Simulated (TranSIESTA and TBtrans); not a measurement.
**Sn chain with one S atom inserted**

Junction: Sn chain with one S atom inserted. Leads: straight Sn chain, spacing 2.915 Å. Geometry: 3 atoms about the centre moved by SIESTA (PBE, DZP) to a largest force of 0.00 eV/Å, all others as built, motion along the axis alone.

Computed with TranSIESTA and TBtrans, PBE, DZP numerical orbitals (energy shift 0.15 eV), PseudoDojo norm-conserving scalar-relativistic potentials, mesh cutoff 200 Ry, 300 K, no spin polarisation, no spin-orbit coupling; self-consistent non-equilibrium Green functions.

* **Conductance at 300 K (G0 = 2e²/h)**: 2.30
* **Mean T from −0.5 to 0.5 eV**: 2.13

Energies count from the leads' Fermi level. Transmissions are for one spin of a degenerate pair. The energy step is 0.01 eV; narrower resonances are cut or missed.

| E (eV) | T | lead channels |
|---|---|---|
| -1.95 | 0.44 | 1 |
| -1.80 | 0.50 | 1 |
| -1.65 | 0.55 | 1 |
| -1.50 | 0.59 | 1 |
| -1.35 | 0.62 | 1 |
| -1.20 | 0.65 | 1 |
| -1.05 | 0.67 | 1 |
| -0.90 | 0.69 | 1 |
| -0.75 | 0.71 | 1 |
| -0.60 | 0.86 | 3 |
| -0.45 | 1.58 | 3 |
| -0.30 | 2.02 | 3 |
| -0.15 | 2.23 | 3 |
| 0.00 | 2.30 | 3 |
| 0.15 | 2.29 | 3 |
| 0.30 | 2.24 | 3 |
| 0.45 | 2.18 | 3 |
| 0.60 | 2.13 | 3 |
| 0.75 | 2.08 | 3 |
| 0.90 | 2.06 | 3 |
| 1.05 | 2.04 | 3 |
| 1.20 | 2.04 | 3 |
| 1.35 | 2.05 | 3 |
| 1.50 | 2.07 | 3 |
| 1.65 | 2.09 | 3 |
| 1.80 | 2.11 | 3 |
| 1.95 | 2.13 | 3 |

The straight chain is held at its spacing; free chains may zigzag or dimerise. No spin-polarised start was tried, so a magnetic state, if there is one, is missed.
